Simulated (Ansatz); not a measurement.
Band gap of zinc-blende III-V compounds: r2SCAN against PBEsol

Ansatz (plane waves, PAW); cells keep the symmetry of their structure type. Ansatz (an electronic-structure program) is a plane-wave DFT program; potentials: the later of its two PAW sets. No spin-orbit coupling. PBEsol gaps are read at band edges searched over the zone in cells relaxed at that level, r2SCAN gaps at band edges searched over the zone in cells relaxed at that level. The two cells differ, so the slope holds a volume effect too.

Here x stands for PBEsol gap and y for r2SCAN gap.

| solid | PBEsol gap (eV) | r2SCAN gap (eV) |
|---|---|---|
| GaAs | 0.42 | 0.96 |
| InP | 0.57 | 1.03 |
| BAs | 1.08 | 1.37 |
| GaN | 1.70 | 2.17 |
| AlN | 3.19 | 3.94 |
| BN | 4.30 | ? |

Taking a straight line for y over the 5 complete rows: With u = x - 1.4, the rows have u = -0.9800, -0.8300, -0.3200, 0.3000, 1.7900. Means: u -0.0080000, y 1.894. About the means, the sum of products is 5.5453 and the sum of squares of u is 5.0455; the slope is their ratio. Least squares gives y = 1.903 + 1.0991·u. Residuals (row less fit): 0.134, 0.039, -0.181, -0.063, 0.070; standard error 0.143 (degrees of freedom: 3). The slope is 1.10 with a standard error of 0.064.

**Question.** Estimate the missing y (x = 4.30); what did the run itself give?

**Answer.** u = 2.9000, so y = 1.903 + 1.0991 × 2.9000 = 5.090 eV. The calculation gives 5.00 eV, 0.090 eV below the prediction (2.2 % of the range of y in the table). The row lies outside the fitted rows, so this is an extrapolation. From the scatter of the fitted rows alone, a prediction at this place has a standard error of 0.242 eV, so the miss is 0.4 times that.

GaN is here a metastable form; wurtzite is the usual one. AlN is here a metastable form; wurtzite is the usual one. Spin-orbit coupling is left out, which can shift this property for GaAs, InP, BAs. The rows are a random draw from the solids of this series computed here; series whose standard error about the line passes 12 to 30 % of the range of y, or with no trend, aren't shown in this form.
